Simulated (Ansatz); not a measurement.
**WC: strain tensor (xx, yy, zz, yz, xz, xy) = (+0.63, +1.98, −2.45, −1.31, +2.41, −0.33) %**

Start from WC (space group P-6m2, No. 187; a = 2.913 Å, c = 2.836 Å; relaxed with 0.1 eV smearing). Axes: x lies along a and z along c of the hexagonal cell.

Modification: strain tensor (xx, yy, zz, yz, xz, xy) = (+0.63, +1.98, −2.45, −1.31, +2.41, −0.33) %, atoms relaxed at fixed cell.

Computed with r2SCAN (Ansatz, a first-principles code, PAW, no spin-orbit coupling), earlier PAW set. Γ-centred 23×23×20 mesh, Fermi–Dirac width 0.1 eV.

The volume per atom remains 10.42 Å³ and the space group goes from P-6m2 (No. 187) to P1 (No. 1). The shortest interatomic distance shrinks by 0.061 Å to 2.139 Å and the energy grows by 56 meV/atom. The pressure (mean of the normal stresses, compression positive) goes from zero to 3.0 GPa and the band gap remains zero. The stress (xx, yy, zz, yz, xz, xy; compression positive) amounts to (-3.3, -9.9, 22.1, 7.9, -14.9, 1.2) GPa.

Final structure:

```yaml
crystal:
  lattice:
    - [2.93143, -0.00961, 0.07006]
    - [-1.47404, 2.57756, -0.06808]
    - [0.06820, -0.03715, 2.76637]
  atoms:
    - { symbol: W, position: [0.99969, 0.99852, 0.00015] }
    - { symbol: C, position: [0.66698, 0.33482, 0.49985] }
```

No phonon test of stability was made. All final runs are without spin polarisation.
